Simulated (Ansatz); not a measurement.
## BaMnO3: pressure series

The reference is BaMnO3 in the cubic perovskite structure (space group Pm-3m, No. 221; a = 3.8808 Å; ferromagnetic; a cell from a computed database, its experimental status unchecked).

Cell and atoms are relaxed at each pressure.

All numbers come from PBEsol/PAW in Ansatz (a program for electronic structure), scalar-relativistic without spin-orbit coupling.

Notes on the quantities. enthalpy: H = E + PV relative to the base's energy.

```json
[
 {"variant": "base", "enthalpy": "–", "volume per atom": "11.69 Å³"},
 {"variant": "pressure −2 GPa", "enthalpy": "-0.15 eV/atom", "volume per atom": "11.83 Å³"},
 {"variant": "pressure −1 GPa", "enthalpy": "-0.07 eV/atom", "volume per atom": "11.76 Å³"},
 {"variant": "pressure 0.3 GPa", "enthalpy": "+0.02 eV/atom", "volume per atom": "11.67 Å³"},
 {"variant": "pressure 0.7 GPa", "enthalpy": "+0.05 eV/atom", "volume per atom": "11.64 Å³"},
 {"variant": "pressure 1.5 GPa", "enthalpy": "+0.11 eV/atom", "volume per atom": "11.59 Å³"},
 {"variant": "pressure 3 GPa", "enthalpy": "+0.22 eV/atom", "volume per atom": "11.50 Å³"},
 {"variant": "pressure 5 GPa", "enthalpy": "+0.36 eV/atom", "volume per atom": "11.38 Å³"},
 {"variant": "pressure 7.5 GPa", "enthalpy": "+0.54 eV/atom", "volume per atom": "…"},
 {"variant": "pressure 10 GPa", "enthalpy": "+0.71 eV/atom", "volume per atom": "11.11 Å³"}
]
```

Task: Fill in the withheld entries from the trend.

Result: 
- pressure 7.5 GPa, volume per atom: 11.24 Å³

Load acts through the strain it causes; cell and atoms are relaxed under it. Whether these cells are dynamically stable was not tested. No other phases were tried under pressure. No Hubbard U is applied and the magnetic state is the run's own (BaMnO3 ferromagnetic); other magnetic orders, which need larger cells, were not tried and can change the gap. Many cubic perovskites are stable only at high temperature; tilts and polar distortions were not tested.
